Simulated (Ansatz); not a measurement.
A computed series for Al3Pt2: pressure series

Start from Al3Pt2 (space group P-3m1, No. 164; a = 4.204 Å, c = 5.184 Å; a cell from a computed database, its experimental status unchecked).

Cell and atoms are relaxed at each pressure.

Computed with PBEsol in Ansatz (plane waves to 420 eV, PAW, scalar-relativistic without spin-orbit coupling).

Notes on the quantities. enthalpy: H = E + PV relative to the base's energy.

| variant | density | enthalpy | shortest interatomic distance |
|---|---|---|---|
| base | 9.86 g/cm³ | – | 249.9 pm |
| pressure −2 GPa | 9.74 g/cm³ | -0.20 eV/atom | 250.9 pm |
| pressure −1 GPa | 9.80 g/cm³ | -0.10 eV/atom | 250.4 pm |
| pressure 0.3 GPa | 9.88 g/cm³ | +0.03 eV/atom | 249.7 pm |
| pressure 0.7 GPa | 9.90 g/cm³ | +0.07 eV/atom | 249.5 pm |
| pressure 1.5 GPa | 9.95 g/cm³ | +0.15 eV/atom | 249.2 pm |
| pressure 3 GPa | 10.03 g/cm³ | +0.29 eV/atom | 248.5 pm |
| pressure 5 GPa | 10.14 g/cm³ | +0.49 eV/atom | 247.5 pm |
| pressure 7.5 GPa | 10.27 g/cm³ | +0.73 eV/atom | 246.5 pm |
| pressure 10 GPa | 10.40 g/cm³ | +0.96 eV/atom | 245.4 pm |

Load acts through the strain it causes; cell and atoms are relaxed under it. No phonon test of stability was made. Competing high-pressure phases were not computed. All final runs are without spin polarisation.

Ansatz is an electronic-structure program.
